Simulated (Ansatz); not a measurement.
# Cd3As2 (space group Pn-3m, No. 224; a cell from a computed database, its experimental status unchecked)

```xyz
10
Lattice="6.3331 0.0000 0.0000 0.0000 6.3331 0.0000 0.0000 0.0000 6.3331" Properties=species:S:1:pos:R:3 pbc="T T T"
Cd     3.1666     0.0000     3.1666
Cd     3.1666     0.0000     0.0000
Cd     3.1666     3.1666     0.0000
Cd     0.0000     3.1666     0.0000
Cd     0.0000     3.1666     3.1666
Cd     0.0000     0.0000     3.1666
As     1.5833     4.7498     4.7498
As     4.7498     4.7498     1.5833
As     4.7498     1.5833     4.7498
As     1.5833     1.5833     1.5833
```

Method: PBEsol in Ansatz (plane waves to 420 eV, PAW, no SOC). k-mesh 8×8×8 (Γ-centred); smearing 0.05 eV (Fermi–Dirac).

The volume per atom comes out as 25.40 Å³ and the density is 6.37 g/cm³. The band gap is zero and the total energy is -6835.537 eV/atom (σ→0; compares only within this code and set-up).

Whether these cells are dynamically stable was not tested. The final runs are not spin-polarised. The zero or small gap of Cd3As2 can change with the level of theory.

Ansatz is an electronic-structure program.
